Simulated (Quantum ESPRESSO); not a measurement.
# Habitual settings against a tight run: TaCuS2 (P6_3mc, 8 atoms in the cell)

Self-consistent single point.

```xyz
8
Lattice="3.4217 0.0000 0.0000 -1.7108 2.9632 0.0000 0.0000 0.0000 13.5313" Properties=species:S:1:pos:R:3 pbc="T T T"
Ta     1.7108     0.9877    10.0946
Ta     0.0000     1.9755     3.3290
Cu     1.7108     0.9877    13.0417
Cu     0.0000     1.9755     6.2761
S      1.7108     0.9877     4.9575
S      0.0000     1.9755    11.7231
S      0.0000     1.9755     8.5219
S      1.7108     0.9877     1.7562
```

Method of the run: PBEsol, PSlibrary PAW (PBE) pseudopotentials (plane waves; Quantum ESPRESSO).

Base settings: ecutwfc = 50 Ry; ecutrho = 300 Ry; occupations = smearing; smearing = fermi-dirac; degauss = 0.0073499 Ry; input_dft = pbesol; K_POINTS = automatic 9 9 2 0 0 0; conv_thr = 1e-10 Ry.

Tight run (finer mesh or higher cutoff; not a proven limit): ecutwfc: 50 Ry → 70 Ry; ecutrho: 300 Ry → 420 Ry; conv_thr: 1e-10 Ry → 7.3e-11 Ry; K_POINTS: automatic 9 9 2 0 0 0 → automatic 13 13 3 0 0 0. It gave Fermi level (on the code's own zero) 11.86 eV; pressure -11.20 GPa; largest force (vector length) 0.537 eV/Å.

Quick runs, as changes from the base:
- A: the base itself
- B: ecutwfc: 50 Ry → 28 Ry; ecutrho: 300 Ry → 168 Ry; degauss: 0.0073499 Ry → 0.0099958 Ry; input_dft: pbesol → default; pseudopotentials: {Ta: Ta.pbe-spn-kjpaw_psl.1.0.0.UPF, Cu: Cu.pbe-dn-kjpaw_psl.1.0.0.UPF, S: S.pbe-n-kjpaw_psl.1.0.0.UPF} → {Ta: Ta.pz-spn-kjpaw_psl.1.0.0.UPF, Cu: Cu.pz-dn-kjpaw_psl.1.0.0.UPF, S: S.pz-n-kjpaw_psl.1.0.0.UPF}; K_POINTS: automatic 9 9 2 0 0 0 → automatic 2 2 2 0 0 0 [LDA (PZ)]
- C: ecutwfc: 50 Ry → 30 Ry; ecutrho: 300 Ry → 180 Ry; K_POINTS: automatic 9 9 2 0 0 0 → automatic 1 1 1 0 0 0
- D: ecutwfc: 50 Ry → 38 Ry; ecutrho: 300 Ry → 228 Ry; input_dft: pbesol → default; pseudopotentials: {Ta: Ta.pbe-spn-kjpaw_psl.1.0.0.UPF, Cu: Cu.pbe-dn-kjpaw_psl.1.0.0.UPF, S: S.pbe-n-kjpaw_psl.1.0.0.UPF} → {Ta: Ta.pz-spn-kjpaw_psl.1.0.0.UPF, Cu: Cu.pz-dn-kjpaw_psl.1.0.0.UPF, S: S.pz-n-kjpaw_psl.1.0.0.UPF}; K_POINTS: automatic 9 9 2 0 0 0 → automatic 4 4 4 1 1 1 [LDA (PZ)]
- E: ecutwfc: 50 Ry → 25 Ry; ecutrho: 300 Ry → 150 Ry; smearing: fermi-dirac → methfessel-paxton; degauss: 0.0073499 Ry → 0.019992 Ry; conv_thr: 1e-10 Ry → 7.3e-05 Ry; K_POINTS: automatic 9 9 2 0 0 0 → automatic 4 4 4 1 1 1
- F: ecutwfc: 50 Ry → 33 Ry; ecutrho: 300 Ry → 198 Ry; input_dft: pbesol → default; pseudopotentials: {Ta: Ta.pbe-spn-kjpaw_psl.1.0.0.UPF, Cu: Cu.pbe-dn-kjpaw_psl.1.0.0.UPF, S: S.pbe-n-kjpaw_psl.1.0.0.UPF} → {Ta: Ta.pz-spn-kjpaw_psl.1.0.0.UPF, Cu: Cu.pz-dn-kjpaw_psl.1.0.0.UPF, S: S.pz-n-kjpaw_psl.1.0.0.UPF}; K_POINTS: automatic 9 9 2 0 0 0 → automatic 3 3 3 0 0 0 [LDA (PZ)]

Energies are extrapolated to zero smearing width, which holds to low order in the width alone (under cold and Methfessel-Paxton smearing the free energy itself is taken).

Dashes: energy of B, D, F, another energy zero; pressure of E, not trusted under this conv_thr with d or f elements.

† marks runs with another functional, U, potentials or spin treatment: their distance from the tight run is not a convergence error alone.

The count of work is k-points × plane waves × bands × iterations; it is no time. Core times come from one kind of shared machine and are given to one figure; runs under 30 s give none.

The starting cell comes from a database of computed structures (which also holds hypothetical and non-ambient phases and stackings), without a prior relaxation at this level. Its lattice was rescaled by a random factor within 2.5 % of one. Spin polarisation is off. In the base run, with a pressure of about -11 GPa the cell is away from its equilibrium volume at this level.

| run | energy less tight (meV/atom) | pressure less tight (GPa) | largest miss in a force vector (eV/Å) | count of work / tight | core time / tight (rough) |
|---|---|---|---|---|---|
| A | 7.5 | -0.26 | 0.003 | 0.35 | 0.4 |
| B† | – | -21.67 | 0.253 | 0.026 | 0.06 |
| C | 2241.5 | 8.51 | 5.103 | 0.0082 | 0.1 |
| D† | – | -4.20 | 0.048 | 0.11 | 0.1 |
| E | 921.3 | – | 0.085 | 0.038 | 0.09 |
| F† | – | -7.29 | 0.277 | 0.046 | 0.08 |

Among the runs at the tight run's level, the energy misses run from 7.5 to 2241.5 meV/atom.
